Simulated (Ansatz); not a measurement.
Consider a zigzag MoS2 nanoribbon, N = 8, bare edges.

Calculation: PBE (plane waves to 420 eV, PAW; Ansatz, a program for electronic structure). Mesh 1×1×20. Collinear spin, started with opposed moments, and moments remain. One-dimensional cell, images about 11 Å apart. An idealised model, cut from the flat sheet. Only distortions within the start's symmetry and period were free. Values not marked SOC lack spin–orbit coupling. No Hubbard term is applied. Fermi–Dirac width 0.05 eV. The two edges differ, and the field of the images 11 Å away isn't corrected. Buckling under compression is shut out by symmetry and the short period.

### Question
What do the calculations give?

### Answer
```
Quantity                                                                       Result
---------------------------------------------------------------  --------------------
period along the axis (24 atoms)                                              3.161 Å
largest distance between nuclei across the axis                               20.25 Å
edge energy against the flat MoS2 sheet, per length of one edge           +0.697 eV/Å
net spin moment                                                      0.52 μB a period
PBE gap                                                          none (under 0.01 eV)
axial stiffness dF/dε                                                          266 nN
```
